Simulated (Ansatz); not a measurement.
# A self-consistent single point of Cu (I4/mmm, 1 atom in the cell) with Ansatz

Method of the run: LDA (PW92), default PAW files made with PBE (plane waves; Ansatz, an electronic-structure program).

The input file:

Ansatz 0.2 input:
```yaml
crystal:
  lattice:
    - [-1.455082, 1.455082, 1.366322]
    - [1.455082, -1.455082, 1.366322]
    - [1.455082, 1.455082, -1.366322]
  atoms:
    - { symbol: Cu, position: [0.000000, 0.000000, 0.000000] }
basis:
  ecutwfc: 420.0 eV
kpoints:
  mp_grid:
    grid: [16, 16, 16]
hamiltonian:
  xc: lda
  pseudopotentials:
    kind: paw
scf:
  occupations:
    method: gaussian
    width: 0.1 eV
output:
  forces: true
  eigenvalues: true
  stress: true
```

Output, abridged:

```
WARN ansatz: RAYON_NUM_THREADS=1 ignored (pool sized by the plan → 1); use --threads N
Pseudopotentials: kind: paw
Pseudopotential: Cu, paw, valence charge 19
Crystal: 1 atoms, lattice volume = 11.571 Å³
Basis set: ecut = 420 eV, 225 PW (Γ)
Bands: 14, of which v1, the nominal top of the filled ones, is band 10 counted from 1 (9 counted from 0)
Symmetry: 16 space group operations
Space group: I4/mmm (ITA 139), of the structure as read, at distance tolerance 2.3e-5 Å
k-points: 349 of 4096
PAW frozen core: Cu, regenerated for the run's functional, and the local potential with it
Initial density: superposition of atomic densities (neutral atoms: chi_scale 0, normalization atom), corrected by the library's trained network
Initial wavefunctions: pseudopotential atomic-orbital guess
Eigensolver: davidson
Functional: x = slater, c = lda
SCF iter   1: F=—  HF=-6555.665945 eV  |F-HF|=—  |Δ(HF+E_count)|=         —  Δρ=2.50e-2  dr2=3.27e-2  ethr=1.77e-3  ⟨swp⟩=5.4  Hψ=24504  notcnv=0
all-band conjugate gradients solve this SCF's bands
preconditioner: auto → none
SCF iter   2: F=—  HF=-6555.657866 eV  |F-HF|=—  |Δ(HF+E_count)|=   8.08e-3  Δρ=1.84e-3  dr2=3.02e-4  ethr=1.72e-4  ⟨swp⟩=2.8  Hψ=10655  notcnv=0  defer=138
SCF iter   3: F=—  HF=-6555.657825 eV  |F-HF|=—  |Δ(HF+E_count)|=   4.05e-5  Δρ=1.51e-3  dr2=7.01e-5  ethr=1.59e-6  ⟨swp⟩=2.3  Hψ=7473  notcnv=0  defer=138
SCF iter   4: F=—  HF=-6555.657873 eV  |F-HF|=—  |Δ(HF+E_count)|=   4.74e-5  Δρ=2.92e-5  dr2=5.90e-8  ethr=3.69e-7  ⟨swp⟩=1.0  Hψ=4744  notcnv=0  defer=138
iter 5 did not close the SCF: its close was put off for the readings that it lacked (scf_convergence_deferred on its scf_iter line)
SCF iter   5: F=-6555.657873 eV  HF=-6555.657873 eV  |F-HF|=9.64e-11  |Δ(HF+E_count)|=   8.23e-8  Δρ=3.86e-6  dr2=4.35e-10  ethr=3.11e-10  ⟨swp⟩=2.0  Hψ=8087  notcnv=0  defer=138
SCF iter   6: F=-6555.657873 eV  HF=-6555.657873 eV  |F-HF|=8.19e-12  |Δ(HF+E_count)|=  2.09e-11  Δρ=1.85e-7  dr2=2.18e-12  ethr=2.29e-12  ⟨swp⟩=2.8  Hψ=15134  notcnv=0
SCF 1 converged in 6 iterations: F = -6555.657873 eV  dr2 = 2.18e-12
SCF converged after 6 iterations
Free energy (F): -6555.657873 eV
Harris-Foulkes:  -6555.657873 eV  (|F-HF|=8.19e-12)
Internal energy: -6555.655007 eV  (E = F + TS)
E sigma→0 (E₀):  -6555.656440 eV
Entropy (-TS):   -0.002866 eV (-2.866 meV/atom)
Fermi energy:    16.787566 eV
--- Per-component energies (eV) ---
  E_band       = -356.745656
  E_kinetic    = 300.724104
  E_local      = -4015.191761  (includes V_loc(G=0)·N_el)
  E_nonlocal   = 393.938254
  E_hartree    = 1765.593440
  E_xc         = -89.294309
  E_vxc        = -115.811437  (∫ρ·V_xc dr)
  E_paw        = -1593.003516  (= ΣΔE_a)
  E_vpaw       = -451.591814  (= ΣTr[D̂ρ^β])
  E_aug_tail   = 0.000214  (compensation charges beyond the density's cutoff)
  E_ewald      = -3318.871093
  E_core_change = 0.449660  (= ΣΔE_core)
  E_smearing   = -0.002866  (= −TS)
  E_closure    = -0.000000  (closes the sum)
  Σ components = -6555.657873   (vs F -6555.657873, Δ=0.00e0)
--- Forces (eV/Å), atoms counted from 1 ---
  atom   1  Cu     0.00000000    -0.00000000     0.00000000
  max |Σ_I F_I| component: 3.88e-31 eV/Å
--- Stress (GPa, compression-positive) ---
       -9.120640       0.000000      -0.000000
        0.000000      -9.120640      -0.000000
       -0.000000      -0.000000      -9.373660
  P = ⅓ Tr σ = -9.2050 GPa (-92.050 kbar)
  The stress holds the Pulay correction. Without it, at fixed plane waves, as pw.x and ABINIT print it: P = -9.3116 GPa
--- Band table (eV; the first three rows and the last of 349) ---
  k-point 0: bands = ["-95.0315", "-52.7809", "-52.7753", "-52.7753", "7.2019", "13.4138", "13.6794", "13.6794", "14.4950", "14.7784", "41.3891", "41.3891", "43.1719", "44.9740"]
  k-point 1: bands = ["-95.0308", "-52.7824", "-52.7801", "-52.7752", "7.3487", "13.4178", "13.6550", "13.7367", "14.4659", "14.7739", "39.3851", "41.4066", "42.7789", "43.7266"]
  k-point 2: bands = ["-95.0290", "-52.7936", "-52.7867", "-52.7747", "7.7825", "13.4231", "13.5860", "13.9025", "14.3961", "14.7615", "36.1212", "40.8492", "41.9981", "42.4765"]
  k-point 348: bands = ["-95.0007", "-52.8734", "-52.8734", "-52.8636", "11.9775", "12.0314", "15.2157", "15.2157", "15.2806", "24.1689", "24.1689", "26.6006", "30.0403", "30.6248"]
```

The run converged in 6 iterations.

The starting cell comes from a database of computed structures (which also holds hypothetical and non-ambient phases and stackings), without a prior relaxation at this level. Its lattice was rescaled by up to half a per cent. Spin polarisation is off. With a pressure of about -9 GPa the cell is away from its equilibrium volume at this level. Ansatz's pressure includes its estimate of the finite-basis (Pulay) stress.
